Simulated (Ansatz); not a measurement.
## Ge well of 13 atomic layers along [001] in random Si0.2Ge0.8, interfaces one step of a layer

Prepared with Tersoff's 1989 multicomponent potential (SiCGe.tersoff) (LAMMPS): minimisation. Geometry as solved with PBE, support functions at accuracy medium on the grid of 370 eV (Ansatz, an electronic-structure program).

```xyz
720
Lattice="17.11 0.00 0.00 0.00 17.11 0.00 0.00 0.00 57.39" Properties=species:S:1:pos:R:3 pbc="T T T"
Si    -0.03     0.00    -0.04
Ge     1.40     1.39     1.39
Ge     2.86     2.87     0.03
Si     4.26     4.28     1.43
Ge     2.86    -0.03     2.81
Ge     4.28     1.41     4.27
Ge     0.00     2.85     2.83
Ge     1.43     4.28     4.26
Ge    -0.01    -0.01     5.70
Ge     1.42     1.41     7.14
Ge     2.85     2.85     5.71
Ge     4.30     4.28     7.13
Ge     2.85    -0.02     8.59
Ge     4.25     1.45    10.03
Ge     0.00     2.84     8.59
Ge     1.43     4.26    10.04
Ge    -0.02    -0.05    11.48
Ge     1.42     1.46    12.85
Si     2.84     2.84    11.44
Ge     4.26     4.21    12.88
Ge     2.85     0.02    14.29
Si     4.28     1.44    15.69
Ge    -0.04     2.90    14.27
Ge     1.38     4.31    15.75
Ge    -0.02     0.01    17.14
Ge     1.43     1.42    18.58
Ge     2.86     2.83    17.12
Ge     4.27     4.27    18.59
Ge     2.85     0.00    20.05
Ge     4.28     1.43    21.49
Ge     0.00     2.86    20.02
Ge     1.42     4.27    21.48
Ge     0.00     0.00    22.94
Ge     1.42     1.43    24.39
Ge     2.85     2.85    22.94
Ge     4.28     4.28    24.39
Ge     2.85     0.00    25.84
Ge     4.28     1.42    27.29
Ge     0.00     2.85    25.84
Ge     1.43     4.28    27.29
Ge     0.00     0.00    28.74
Ge     1.42     1.43    30.20
Ge     2.85     2.85    28.74
Ge     4.28     4.28    30.19
Ge     2.85     0.00    31.65
Ge     4.28     1.42    33.10
Ge    -0.01     2.85    31.65
Ge     1.42     4.28    33.09
Ge    -0.01    -0.01    34.57
Ge     1.42     1.43    36.00
Ge     2.84     2.85    34.54
Ge     4.27     4.27    35.99
Ge     2.85    -0.01    37.44
Ge     4.25     1.44    38.92
Ge    -0.03     2.83    37.46
Ge     1.41     4.27    38.91
Ge    -0.03     0.05    40.28
Ge     1.43     1.48    41.73
Si     2.83     2.86    40.30
Ge     4.25     4.24    41.71
Ge     2.86     0.00    43.14
Ge     4.27     1.43    44.59
Si     0.04     2.88    43.17
Si     1.39     4.24    44.58
Ge     0.04     0.04    46.02
Si     1.42     1.46    47.43
Ge     2.83     2.88    46.02
Si     4.31     4.25    47.42
Ge     2.83     0.05    48.81
Ge     4.26     1.50    50.24
Ge     0.01     2.86    48.86
Si     1.46     4.24    50.28
Ge    -0.02     0.02    51.66
Ge     1.44     1.45    53.08
Si     2.83     2.87    51.65
Ge     4.23     4.27    53.07
Ge     2.83    -0.01    54.53
Ge     4.26     1.43    55.97
Ge    -0.01     2.82    54.58
Ge     1.41     4.29    55.98
Ge    -0.05     5.75    -0.03
Ge     1.39     7.16     1.43
Ge     2.80     8.59    -0.03
Ge     4.27     9.98     1.42
Ge     2.87     5.70     2.82
Ge     4.30     7.13     4.29
Si    -0.01     8.55     2.85
Ge     1.39     9.96     4.26
Ge    -0.02     5.71     5.69
Ge     1.41     7.12     7.15
Ge     2.84     8.56     5.72
Ge     4.29     9.99     7.15
Ge     2.85     5.69     8.58
Ge     4.28     7.12    10.00
Ge    -0.03     8.54     8.60
Ge     1.41    10.00    10.01
Ge    -0.07     5.70    11.44
Ge     1.39     7.13    12.85
Ge     2.84     8.56    11.43
Ge     4.27    10.00    12.84
Ge     2.83     5.69    14.29
Ge     4.27     7.14    15.71
Ge    -0.03     8.56    14.30
Ge     1.41     9.99    15.72
Si    -0.03     5.71    17.15
Ge     1.38     7.10    18.57
Ge     2.83     8.55    17.16
Ge     4.27     9.97    18.60
Ge     2.83     5.69    20.03
Ge     4.27     7.12    21.48
Ge    -0.02     8.56    20.01
Ge     1.41     9.98    21.47
Ge     0.00     5.71    22.93
Ge     1.42     7.13    24.39
Ge     2.84     8.55    22.93
Ge     4.27     9.98    24.38
Ge     2.85     5.70    25.84
Ge     4.28     7.13    27.29
Ge     0.00     8.55    25.84
Ge     1.43     9.98    27.29
Ge     0.00     5.70    28.75
Ge     1.43     7.13    30.19
Ge     2.85     8.56    28.74
Ge     4.27     9.98    30.20
Ge     2.85     5.70    31.64
Ge     4.28     7.13    33.09
Ge     0.00     8.55    31.65
Ge     1.42     9.98    33.10
Ge     0.00     5.70    34.54
Ge     1.41     7.13    35.99
Ge     2.85     8.55    34.54
Ge     4.27     9.98    35.99
Ge     2.83     5.70    37.43
Ge     4.28     7.14    38.85
Ge    -0.02     8.55    37.44
Ge     1.39     9.99    38.88
Si     0.01     5.69    40.30
Ge     1.39     7.10    41.71
Ge     2.84     8.56    40.30
Ge     4.29     9.98    41.73
Ge     2.81     5.66    43.19
Ge     4.29     7.07    44.62
Ge    -0.02     8.59    43.12
Ge     1.45     9.98    44.57
Ge    -0.01     5.65    46.01
Ge     1.44     7.09    47.45
Ge     2.88     8.55    46.04
Si     4.29     9.97    47.44
Ge     2.88     5.63    48.85
Ge     4.28     7.16    50.23
Ge     0.02     8.56    48.88
Si     1.42     9.99    50.28
Ge     0.04     5.66    51.67
Ge     1.38     7.17    53.14
Ge     2.81     8.58    51.67
Ge     4.24    10.00    53.11
Ge     2.83     5.71    54.53
Ge     4.26     7.13    55.98
Si    -0.03     8.58    54.57
Si     1.37     9.97    55.93
Ge    -0.01    11.41    -0.05
Ge     1.46    12.85     1.38
Si     2.86    14.30     0.00
Si     4.24    15.66     1.39
Ge     2.84    11.40     2.85
Ge     4.28    12.83     4.29
Ge    -0.01    14.25     2.82
Ge     1.43    15.67     4.27
Ge    -0.01    11.40     5.72
Ge     1.42    12.82     7.17
Ge     2.85    14.25     5.74
Ge     4.30    15.65     7.19
Ge     2.89    11.44     8.61
Si     4.27    12.89    10.01
Ge    -0.03    14.22     8.62
Ge     1.44    15.64    10.04
Ge    -0.04    11.44    11.42
Ge     1.41    12.90    12.84
Si     2.87    14.24    11.41
Ge     4.25    15.66    12.83
Ge     2.83    11.43    14.27
Ge     4.27    12.83    15.72
Si    -0.05    14.26    14.27
Ge     1.38    15.66    15.68
Ge    -0.06    11.44    17.10
Ge     1.39    12.83    18.58
Ge     2.83    14.26    17.14
Ge     4.26    15.70    18.58
Ge     2.83    11.41    20.03
Ge     4.27    12.84    21.47
Ge    -0.01    14.26    20.04
Ge     1.42    15.68    21.49
Ge     0.00    11.40    22.94
Ge     1.43    12.83    24.39
Ge     2.85    14.26    22.94
Ge     4.28    15.68    24.39
Ge     2.85    11.40    25.84
Ge     4.28    12.83    27.29
Ge     0.00    14.26    25.84
Ge     1.43    15.68    27.29
Ge     0.00    11.41    28.75
Ge     1.43    12.83    30.20
Ge     2.85    14.25    28.74
Ge     4.27    15.68    30.20
Ge     2.85    11.41    31.66
Ge     4.28    12.83    33.11
Ge     0.00    14.26    31.65
Ge     1.42    15.68    33.10
Ge    -0.01    11.40    34.56
Ge     1.41    12.84    36.00
Ge     2.84    14.26    34.55
Ge     4.29    15.68    35.99
Ge     2.84    11.40    37.44
Ge     4.28    12.83    38.87
Ge    -0.04    14.23    37.47
Ge     1.40    15.69    38.88
Ge    -0.08    11.42    40.30
Ge     1.41    12.83    41.72
Ge     2.85    14.27    40.31
Ge     4.32    15.64    41.77
Ge     2.88    11.44    43.16
Si     4.32    12.85    44.54
Ge    -0.02    14.26    43.14
Ge     1.42    15.68    44.57
Ge    -0.01    11.40    45.98
Ge     1.46    12.81    47.40
Ge     2.90    14.24    45.95
Ge     4.28    15.69    47.41
Ge     2.87    11.36    48.87
Si     4.24    12.81    50.27
Ge     0.02    14.24    48.83
Ge     1.44    15.69    50.26
Ge     0.02    11.37    51.73
Si     1.38    12.83    53.14
Ge     2.82    14.20    51.71
Ge     4.28    15.65    53.12
Ge     2.77    11.42    54.55
Ge     4.24    12.88    55.96
Si     0.00    14.20    54.55
Ge     1.38    15.65    55.97
Ge     5.67    -0.04     0.02
Ge     7.12     1.42     1.44
Ge     8.56     2.86     0.01
Ge     9.98     4.30     1.47
Ge     8.59     0.03     2.90
Si    10.03     1.41     4.31
Ge     5.68     2.89     2.84
Ge     7.17     4.29     4.27
Ge     5.71    -0.02     5.73
Ge     7.16     1.40     7.16
Ge     8.59     2.82     5.69
Ge     9.98     4.28     7.13
Si     8.55    -0.02     8.56
Ge     9.95     1.38    10.00
Ge     5.71     2.84     8.58
Ge     7.13     4.29     9.99
Ge     5.71    -0.01    11.42
Ge     7.10     1.43    12.89
Ge     8.54     2.84    11.43
Ge    10.00     4.26    12.85
Ge     8.57    -0.02    14.28
Ge    10.00     1.42    15.71
Si     5.66     2.81    14.31
Ge     7.09     4.24    15.69
Ge     5.67     0.04    17.13
Ge     7.12     1.43    18.59
Ge     8.56     2.85    17.14
Ge     9.99     4.29    18.58
Ge     8.55     0.00    20.04
Ge     9.98     1.43    21.48
Ge     5.70     2.85    20.04
Ge     7.13     4.28    21.49
Ge     5.70     0.00    22.94
Ge     7.13     1.43    24.39
Ge     8.56     2.85    22.94
Ge     9.98     4.28    24.38
Ge     8.55     0.00    25.84
Ge     9.98     1.43    27.29
Ge     5.70     2.85    25.84
Ge     7.13     4.28    27.29
Ge     5.70     0.00    28.75
Ge     7.13     1.42    30.20
Ge     8.55     2.85    28.75
Ge     9.98     4.28    30.20
Ge     8.56     0.00    31.65
Ge     9.98     1.42    33.10
Ge     5.71     2.85    31.65
Ge     7.13     4.28    33.10
Ge     5.71     0.00    34.54
Ge     7.13     1.42    36.00
Ge     8.56     2.85    34.56
Ge    10.01     4.24    36.02
Ge     8.58     0.00    37.43
Ge    10.04     1.40    38.87
Ge     5.69     2.84    37.44
Ge     7.14     4.25    38.88
Ge     5.74     0.02    40.35
Si     7.17     1.39    41.76
Ge     8.56     2.79    40.32
Ge     9.97     4.25    41.75
Si     8.55    -0.01    43.12
Ge     9.95     1.35    44.59
Ge     5.73     2.82    43.13
Ge     7.09     4.30    44.61
Ge     5.74     0.02    46.00
Si     7.10     1.44    47.44
Ge     8.51     2.82    46.02
Ge     9.96     4.29    47.40
Ge     8.55     0.01    48.79
Ge     9.98     1.43    50.25
Si     5.70     2.85    48.78
Ge     7.09     4.26    50.21
Ge     5.68     0.02    51.68
Ge     7.13     1.43    53.12
Ge     8.54     2.87    51.67
Ge     9.99     4.31    53.09
Ge     8.55     0.00    54.56
Ge    10.00     1.43    55.98
Ge     5.68     2.87    54.53
Ge     7.12     4.29    55.97
Ge     5.67     5.69     0.05
Ge     7.16     7.10     1.46
Ge     8.59     8.52    -0.02
Ge    10.00     9.97     1.43
Si     8.57     5.71     2.87
Ge     9.98     7.12     4.27
Ge     5.74     8.58     2.88
Si     7.14     9.98     4.30
Ge     5.76     5.73     5.73
Si     7.15     7.15     7.13
Ge     8.55     8.58     5.73
Si    10.00    10.01     7.10
Ge     8.54     5.74     8.54
Ge     9.98     7.15     9.98
Ge     5.74     8.53     8.55
Ge     7.15    10.00     9.98
Ge     5.69     5.68    11.45
Ge     7.14     7.13    12.86
Ge     8.57     8.58    11.44
Ge    10.05    10.02    12.84
Ge     8.56     5.69    14.29
Ge    10.01     7.14    15.71
Ge     5.70     8.57    14.28
Ge     7.14     9.99    15.72
Ge     5.70     5.70    17.15
Ge     7.13     7.12    18.59
Ge     8.57     8.55    17.16
Ge    10.00     9.98    18.59
Ge     8.56     5.70    20.04
Ge     9.99     7.13    21.48
Ge     5.70     8.55    20.04
Ge     7.13     9.98    21.48
Ge     5.70     5.70    22.93
Ge     7.13     7.13    24.38
Ge     8.56     8.55    22.93
Ge     9.98     9.98    24.39
Ge     8.55     5.70    25.84
Ge     9.98     7.13    27.29
Ge     5.70     8.56    25.83
Ge     7.12     9.98    27.29
Ge     5.70     5.70    28.74
Ge     7.13     7.13    30.20
Ge     8.55     8.55    28.74
Ge     9.98     9.98    30.20
Ge     8.56     5.71    31.65
Ge     9.98     7.13    33.11
Ge     5.70     8.55    31.65
Ge     7.13     9.98    33.10
Ge     5.70     5.70    34.55
Ge     7.14     7.12    35.99
Ge     8.56     8.56    34.56
Ge     9.96    10.01    36.02
Ge     8.57     5.69    37.43
Ge     9.99     7.13    38.86
Ge     5.72     8.57    37.43
Ge     7.17    10.03    38.85
Ge     5.69     5.69    40.29
Ge     7.13     7.13    41.72
Ge     8.57     8.57    40.29
Ge    10.02    10.00    41.72
Ge     8.55     5.71    43.17
Ge    10.01     7.17    44.55
Ge     5.70     8.53    43.17
Ge     7.12    10.00    44.57
Si     5.67     5.66    46.04
Ge     7.07     7.13    47.42
Ge     8.54     8.56    45.99
Ge    10.02     9.99    47.39
Ge     8.56     5.73    48.85
Si     9.98     7.13    50.26
Si     5.67     8.58    48.79
Ge     7.09     9.96    50.21
Ge     5.69     5.70    51.66
Ge     7.13     7.12    53.11
Ge     8.56     8.53    51.64
Ge     9.97     9.97    53.09
Ge     8.59     5.73    54.57
Si    10.01     7.13    55.97
Ge     5.68     8.56    54.53
Ge     7.13     9.97    55.97
Ge     5.69    11.42    -0.01
Ge     7.13    12.82     1.44
Ge     8.55    14.25     0.00
Ge     9.98    15.69     1.44
Ge     8.54    11.37     2.89
Ge    10.01    12.78     4.32
Ge     5.66    14.28     2.82
Ge     7.13    15.68     4.27
Ge     5.75    11.39     5.71
Ge     7.13    12.85     7.20
Ge     8.56    14.25     5.73
Ge     9.98    15.72     7.14
Ge     8.64    11.41     8.58
Si    10.04    12.80    10.03
Si     5.68    14.23     8.61
Ge     7.14    15.66     9.95
Ge     5.68    11.45    11.38
Ge     7.14    12.83    12.84
Ge     8.60    14.23    11.39
Ge    10.03    15.64    12.87
Ge     8.58    11.41    14.28
Ge    10.03    12.84    15.69
Ge     5.70    14.26    14.28
Ge     7.12    15.69    15.72
Ge     5.70    11.40    17.16
Ge     7.14    12.83    18.59
Ge     8.58    14.26    17.15
Ge     9.99    15.69    18.60
Ge     8.57    11.41    20.04
Ge     9.99    12.83    21.49
Ge     5.70    14.27    20.02
Ge     7.13    15.68    21.49
Ge     5.70    11.41    22.92
Ge     7.13    12.83    24.38
Ge     8.56    14.26    22.93
Ge     9.98    15.68    24.39
Ge     8.55    11.40    25.84
Ge     9.98    12.83    27.29
Ge     5.70    14.25    25.84
Ge     7.13    15.68    27.29
Ge     5.70    11.40    28.75
Ge     7.13    12.83    30.20
Ge     8.55    14.25    28.75
Ge     9.98    15.68    30.19
Ge     8.56    11.40    31.65
Ge     9.99    12.83    33.10
Ge     5.70    14.25    31.65
Ge     7.13    15.67    33.10
Ge     5.71    11.41    34.56
Ge     7.17    12.81    36.02
Ge     8.56    14.25    34.55
Ge     9.99    15.67    35.99
Si     8.58    11.42    37.44
Ge     9.98    12.79    38.89
Ge     5.72    14.26    37.44
Ge     7.14    15.69    38.88
Ge     5.74    11.44    40.33
Si     7.11    12.86    41.76
Ge     8.54    14.23    40.34
Ge    10.01    15.69    41.73
Ge     8.55    11.45    43.13
Ge    10.02    12.85    44.57
Si     5.73    14.21    43.17
Ge     7.15    15.68    44.52
Ge     5.65    11.41    46.00
Ge     7.11    12.85    47.41
Ge     8.59    14.30    46.01
Si    10.01    15.70    47.42
Ge     8.56    11.41    48.82
Ge     9.99    12.87    50.24
Ge     5.65    14.23    48.88
Ge     7.12    15.69    50.25
Ge     5.67    11.42    51.66
Ge     7.09    12.85    53.12
Ge     8.54    14.27    51.70
Ge     9.99    15.68    53.13
Ge     8.54    11.40    54.53
Ge     9.99    12.83    55.96
Si     5.68    14.25    54.53
Ge     7.09    15.64    55.95
Ge    11.45     0.01     0.04
Si    12.83     1.44     1.44
Ge    14.26     2.80     0.00
Ge    15.66     4.29     1.41
Ge    14.22     0.01     2.82
Ge    15.66     1.43     4.27
Ge    11.44     2.83     2.89
Si    12.83     4.28     4.28
Si    11.37     0.02     5.70
Ge    12.79     1.41     7.11
Ge    14.22     2.88     5.70
Ge    15.67     4.28     7.15
Ge    14.24     0.00     8.58
Ge    15.67     1.41    10.04
Ge    11.39     2.84     8.58
Ge    12.84     4.27    10.01
Ge    11.44     0.01    11.45
Si    12.85     1.41    12.85
Ge    14.26     2.86    11.50
Si    15.64     4.31    12.89
Ge    14.25    -0.02    14.24
Ge    15.64     1.45    15.72
Ge    11.46     2.82    14.27
Ge    12.90     4.27    15.71
Ge    11.43    -0.01    17.14
Ge    12.87     1.45    18.55
Si    14.27     2.86    17.14
Ge    15.68     4.27    18.54
Ge    14.26     0.00    20.02
Ge    15.69     1.42    21.47
Ge    11.41     2.85    20.02
Ge    12.83     4.29    21.46
Ge    11.40     0.00    22.93
Ge    12.83     1.43    24.38
Ge    14.26     2.86    22.92
Ge    15.68     4.28    24.38
Ge    14.26     0.00    25.83
Ge    15.68     1.43    27.29
Ge    11.41     2.85    25.84
Ge    12.83     4.28    27.29
Ge    11.41     0.00    28.74
Ge    12.83     1.43    30.20
Ge    14.25     2.85    28.75
Ge    15.68     4.28    30.20
Ge    14.26     0.00    31.65
Ge    15.68     1.42    33.11
Ge    11.40     2.85    31.65
Ge    12.83     4.28    33.10
Ge    11.41     0.01    34.56
Ge    12.81     1.44    36.03
Ge    14.25     2.85    34.56
Ge    15.68     4.28    36.00
Ge    14.23     0.00    37.49
Si    15.67     1.42    38.86
Si    11.41     2.84    37.45
Ge    12.82     4.25    38.85
Si    11.43    -0.05    40.27
Ge    12.81     1.39    41.68
Ge    14.29     2.82    40.27
Ge    15.74     4.27    41.72
Ge    14.25     0.01    43.16
Ge    15.72     1.47    44.55
Ge    11.40     2.80    43.16
Ge    12.85     4.26    44.56
Si    11.37    -0.04    46.01
Ge    12.81     1.40    47.38
Ge    14.29     2.87    46.02
Si    15.68     4.29    47.46
Ge    14.27     0.02    48.85
Si    15.69     1.43    50.25
Ge    11.42     2.87    48.82
Ge    12.88     4.31    50.22
Ge    11.41    -0.01    51.68
Ge    12.87     1.41    53.11
Ge    14.29     2.84    51.66
Ge    15.70     4.27    53.12
Ge    14.31     0.00    54.58
Si    15.71     1.39    56.00
Ge    11.42     2.86    54.52
Ge    12.85     4.29    55.97
Ge    11.41     5.74     0.02
Si    12.84     7.13     1.43
Ge    14.28     8.50     0.01
Ge    15.70     9.96     1.44
Ge    14.20     5.70     2.85
Ge    15.67     7.16     4.24
Ge    11.46     8.55     2.86
Si    12.79    10.00     4.30
Ge    11.43     5.68     5.69
Ge    12.83     7.15     7.13
Ge    14.23     8.60     5.69
Ge    15.66     9.99     7.16
Ge    14.27     5.74     8.60
Si    15.68     7.14    10.02
Ge    11.38     8.61     8.54
Ge    12.80    10.02    10.03
Ge    11.41     5.72    11.43
Ge    12.88     7.10    12.89
Ge    14.27     8.55    11.42
Ge    15.63    10.03    12.89
Si    14.29     5.68    14.29
Ge    15.65     7.11    15.74
Ge    11.48     8.59    14.31
Si    12.91    10.00    15.72
Ge    11.44     5.70    17.14
Ge    12.86     7.17    18.55
Si    14.24     8.57    17.11
Ge    15.65     9.96    18.54
Ge    14.26     5.71    20.00
Ge    15.68     7.13    21.47
Ge    11.42     8.56    20.03
Ge    12.83     9.98    21.49
Ge    11.41     5.70    22.93
Ge    12.83     7.13    24.39
Ge    14.26     8.55    22.94
Ge    15.68     9.98    24.39
Ge    14.26     5.70    25.84
Ge    15.68     7.13    27.29
Ge    11.41     8.55    25.84
Ge    12.83     9.98    27.29
Ge    11.40     5.70    28.74
Ge    12.83     7.13    30.20
Ge    14.26     8.55    28.74
Ge    15.68     9.98    30.20
Ge    14.25     5.71    31.65
Ge    15.68     7.14    33.10
Ge    11.40     8.55    31.65
Ge    12.82     9.99    33.10
Ge    11.41     5.69    34.57
Ge    12.83     7.15    35.99
Ge    14.26     8.57    34.55
Ge    15.65    10.01    36.03
Ge    14.25     5.71    37.44
Ge    15.70     7.11    38.91
Ge    11.42     8.59    37.44
Ge    12.85    10.05    38.88
Ge    11.41     5.69    40.31
Ge    12.81     7.17    41.75
Ge    14.28     8.60    40.33
Si    15.64    10.02    41.75
Ge    14.26     5.70    43.13
Ge    15.68     7.13    44.57
Si    11.40     8.59    43.15
Ge    12.82    10.01    44.54
Ge    11.41     5.70    45.97
Ge    12.86     7.09    47.44
Ge    14.24     8.56    45.99
Ge    15.68     9.98    47.42
Si    14.31     5.68    48.82
Ge    15.68     7.09    50.27
Ge    11.41     8.52    48.86
Ge    12.85     9.95    50.30
Ge    11.44     5.76    51.66
Si    12.83     7.13    53.12
Ge    14.28     8.54    51.77
Si    15.73     9.95    53.16
Ge    14.27     5.76    54.53
Si    15.70     7.17    55.93
Ge    11.41     8.52    54.53
Ge    12.86     9.96    55.97
Ge    11.43    11.41     0.00
Ge    12.89    12.85     1.40
Si    14.32    14.22    -0.04
Ge    15.67    15.69     1.36
Ge    14.23    11.37     2.88
Ge    15.67    12.83     4.28
Ge    11.41    14.24     2.86
Ge    12.79    15.72     4.30
Si    11.41    11.34     5.71
Ge    12.79    12.79     7.12
Ge    14.23    14.26     5.71
Ge    15.67    15.67     7.16
Ge    14.26    11.44     8.61
Si    15.66    12.84    10.03
Ge    11.38    14.23     8.59
Ge    12.85    15.64    10.03
Si    11.44    11.47    11.45
Si    12.82    12.80    12.89
Ge    14.28    14.21    11.50
Si    15.69    15.64    12.90
Si    14.22    11.44    14.31
Si    15.67    12.83    15.63
Si    11.44    14.21    14.25
Ge    12.82    15.64    15.67
Ge    11.46    11.37    17.12
Ge    12.85    12.82    18.57
Ge    14.29    14.22    17.09
Ge    15.68    15.67    18.57
Ge    14.26    11.39    20.03
Ge    15.68    12.82    21.48
Ge    11.42    14.25    20.03
Ge    12.83    15.69    21.48
Ge    11.41    11.40    22.94
Ge    12.83    12.83    24.39
Ge    14.26    14.26    22.93
Ge    15.68    15.68    24.38
Ge    14.26    11.41    25.84
Ge    15.68    12.83    27.29
Ge    11.40    14.26    25.84
Ge    12.83    15.69    27.29
Ge    11.40    11.40    28.75
Ge    12.83    12.84    30.19
Ge    14.26    14.26    28.74
Ge    15.68    15.68    30.20
Ge    14.25    11.41    31.65
Ge    15.68    12.83    33.10
Ge    11.41    14.26    31.65
Ge    12.83    15.68    33.11
Ge    11.41    11.42    34.57
Ge    12.86    12.82    36.04
Ge    14.25    14.26    34.56
Ge    15.66    15.68    36.02
Si    14.27    11.44    37.46
Si    15.63    12.82    38.85
Ge    11.42    14.27    37.48
Si    12.81    15.69    38.89
Si    11.41    11.41    40.30
Ge    12.80    12.82    41.73
Ge    14.23    14.25    40.25
Ge    15.66    15.69    41.70
Si    14.24    11.39    43.11
Ge    15.63    12.80    44.53
Si    11.41    14.26    43.15
Ge    12.78    15.69    44.58
Si    11.41    11.41    45.97
Ge    12.76    12.84    47.42
Ge    14.23    14.25    45.99
Ge    15.69    15.68    47.41
Ge    14.23    11.41    48.84
Ge    15.70    12.81    50.28
Si    11.37    14.29    48.81
Ge    12.82    15.65    50.23
Ge    11.41    11.42    51.68
Ge    12.86    12.81    53.13
Ge    14.27    14.25    51.69
Ge    15.72    15.66    53.14
Ge    14.33    11.39    54.55
Si    15.70    12.86    55.95
Ge    11.44    14.26    54.56
Ge    12.89    15.66    56.01
```
